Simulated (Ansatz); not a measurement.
## MoSi2, response to strain

Take MoSi$_{2}$ (space group I4/mmm, No. 139; a = 3.190 Å, c = 7.822 Å; relaxed with 0.1 eV smearing) as the base. Axes: x, y, z lie along a, b, c of the conventional cell.

Strains are applied to the cell and any free atomic positions relax.

Computed with Kohn–Sham DFT with the PBEsol functional, run in Ansatz (an electronic-structure program) with PAW and 420 eV plane waves, spin-orbit coupling left out.

Candidates:
(a) uniaxial strain ε_xx = +0.50 %
(b) uniaxial strain ε_xx = +2.00 %
(c) uniaxial strain ε_xx = +3.00 %
(d) uniaxial strain ε_xx = −3.00 %
(e) uniaxial strain ε_xx = −1.00 %

Notes on the quantities. energy relative to the base: free energy F.

Question: Order them by energy relative to the base, highest first.

Answer: (d) uniaxial strain ε_xx = −3.00 % (+16 meV/atom), (c) uniaxial strain ε_xx = +3.00 % (+15 meV/atom), (b) uniaxial strain ε_xx = +2.00 % (+6.6 meV/atom), (e) uniaxial strain ε_xx = −1.00 % (+1.7 meV/atom), (a) uniaxial strain ε_xx = +0.50 % (+0.4 meV/atom)

Stability against distortions was not tested. The final runs are not spin-polarised.
